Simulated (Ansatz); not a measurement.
The starting structures come from a database of crystals and need not be the phases stable at ambient conditions.

Inside the gap of an insulator the Bloch states are evanescent, with a wavenumber k + iκ along the transport direction.

Data:

```
SnS2
1.0
    7.37625     0.00000     0.00000
    0.00000     7.37625     0.00000
    3.68812    -3.68812     5.21579
Sn S
4 8
Cartesian
  5.53219   3.68812   3.91185
  7.37625   5.53219   1.30395
  9.22031   3.68812   3.91185
  7.37625   1.84406   1.30395
  5.57630   0.00000   1.27276
  7.37625   1.88817   3.88066
  1.79995   0.00000   1.27276
  7.37625  -1.88817   3.88066
  3.68812   1.88817   3.94304
  5.57630   3.68812   1.33514
  3.68812  -1.88817   3.94304
  1.79995   3.68812   1.33514
```

Space group of this cell: Fd-3m. The cell is taken as given; by PBEsol its mean pressure is -0.6 GPa.

Transport runs along the normal of the first two printed cell vectors, the (001) plane of the conventional cell.

No gap correction and no spin-orbit coupling; mid-gap values are interpolated between computed energies.

Task: Estimate the band gap and the smallest decay constant κ at mid-gap that Ansatz (a program for electronic structure) with PBEsol returns for this system.

Result: Gap 1.13 eV on a 6×6×6 mesh; κ = 0.163 1/Å, at the zone centre.
